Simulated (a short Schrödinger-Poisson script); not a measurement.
Solved with a short Schrödinger-Poisson script written for these runs: 1D Poisson equation in equilibrium, electrons quantum, Hartree (BenDaniel-Duke, 40 states a valley, the channel's in-plane mass for all, wave functions free to enter the barrier), parabolic valleys, classical holes, full ionisation, no traps, pinning or gate leakage.

Stack: gated Al0.33Ga0.67N/GaN polarisation-induced gas, at 300 K.

From the gate side: 20 nm Al0.33Ga0.67N; 6000 nm GaN, acceptors 5e15 cm⁻³.

Constants are typed, rounded textbook-type inputs, not results; the design itself was drawn at random and stands for no fabricated device. Al0.33Ga0.67N: permittivity 9.3, conduction-band edge (eV) 0.462, gap (eV) 4.09, electron mass (mₑ) 0.24, Nv at 300 K (cm⁻³) 4.6e19. GaN: permittivity 9.5, conduction-band edge (eV) 0, gap (eV) 3.43, Nv at 300 K (cm⁻³) 4.6e19.

Channel valleys (confinement mass, in-plane density-of-states mass, number): Γ 0.2, 0.2, 1. At the gate the conduction-band edge of layer 1 lies 1.27 eV − eVg above the Fermi level of the channel; the field vanishes at the back. Sheet of polarisation charge: +1.6e13 e/cm² at 20 nm from the gate. The barrier under the gate holds no holes. Gaps are held at their typed values at every temperature. Mesh 0.08 nm at interfaces.

**Question.** Give the centroid of the channel electrons at Vg = 0.5 V (nm); the capacitance at Vg = 0.5 V (μF/cm²); the lowest subband against the Fermi level at Vg = 0.5 V (meV).

**Answer.** centroid of the channel electrons at Vg = 0.5 V (nm): 1.75; capacitance at Vg = 0.5 V (μF/cm²): 0.398; lowest subband against the Fermi level at Vg = 0.5 V (meV): -144.
